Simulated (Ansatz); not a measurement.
Consider TiC in the rock salt structure (space group Fm-3m, No. 225; relaxed with 0.1 eV smearing).

```yaml
crystal:
  lattice:
    - [0.00000, 2.16392, 2.16392]
    - [2.16392, 0.00000, 2.16392]
    - [2.16392, 2.16392, 0.00000]
  atoms:
    - { symbol: Ti, position: [0.00000, 0.00000, 0.00000] }
    - { symbol: C, position: [0.50000, 0.50000, 0.50000] }
```

Cartesian axes are those of the cell as printed.

Level of theory: r2SCAN, PAW, 500 eV (Ansatz, a program for electronic structure; no spin-orbit coupling).

The change: the cell is compressed by 1.00 % along z with no lateral relaxation; the atoms relax in the strained cell.

Problem. Predict the stress tensor and what it implies for the stiffness.

Solution. Stress of the strained cell less that of the base (GPa, compression positive):
```
    1.3     0.0     0.0
    0.0     1.3     0.0
    0.0     0.0     5.6
```

Then −Δσ_ii/ε with ε = -0.0100 gives relaxed-ion elastic constants: C33 ≈ 559 GPa, C13 ≈ 131 GPa and C23 ≈ 131 GPa.

No phonon test of stability was made. All final runs are without spin polarisation.
